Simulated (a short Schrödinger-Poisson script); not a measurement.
**Symmetric double-gate stack, SiO2 on p-type Si(111)**

Structure: symmetric double-gate stack, SiO2 on p-type Si(111), at 300 K.

| layer | material | thickness (nm) | Na (cm⁻³) |
|---|---|---|---|
| 1 | SiO2 | 1.7 | - |
| 2 | Si | 5 | 2e15 |
| 3 | SiO2 | 1.7 | - |

Constants are typed, rounded textbook-type inputs, not results; the design itself was drawn at random and stands for no fabricated device. SiO2: permittivity 3.9, conduction-band edge (eV) 3.15, gap (eV) 9, electron mass (mₑ) 0.5. Si: permittivity 11.7, conduction-band edge (eV) 0, gap (eV) 1.124, Nv at 300 K (cm⁻³) 3.1e19.

Channel valleys (confinement mass, in-plane density-of-states mass, number): Δ6 0.258, 0.358, 6. At the gates, both at one voltage, the conduction-band edge of layer 1 lies 3.18 eV − eVg above the Fermi level of the channel. Gaps are held at their typed values at every temperature. Mesh 0.03 nm at interfaces.

From a short Schrödinger-Poisson script (our own, NumPy): 1D Poisson equation in equilibrium, electrons quantum, Hartree (BenDaniel-Duke, 12 states a valley, the channel's in-plane mass for all, wave functions free to enter the dielectric), parabolic valleys, classical holes, full ionisation, no traps, pinning or gate leakage.

| Vg (V) | electrons (cm⁻²) | C (μF/cm²) | Δ6 E0 (meV) | Δ6 E1 (meV) |
|---|---|---|---|---|
| -0.25 | 7.61e7 | < 0.003 | 326.5 | 466.2 |
| -0.15 | 3.62e9 | 0.0227 | 226.7 | 366.4 |
| -0.05 | 1.34e11 | 0.668 | 133.2 | 272.5 |
| 0.05 | 1.06e12 | 2.15 | 79.3 | 216.1 |
| 0.15 | 2.59e12 | 2.67 | 55.3 | 188.1 |
| 0.25 | 4.33e12 | 2.87 | 41.1 | 169.5 |
| 0.35 | 6.16e12 | 2.98 | 31.0 | 154.9 |
| 0.45 | 8.04e12 | 3.05 | 23.1 | 142.5 |
| 0.55 | 9.96e12 | 3.10 | 16.6 | 131.5 |
| 0.65 | 1.19e13 | 3.14 | 10.9 | 121.7 |
| 0.75 | 1.39e13 | 3.18 | 5.9 | 112.6 |

Subbands count from the Fermi level. The capacitance is that of both gates.
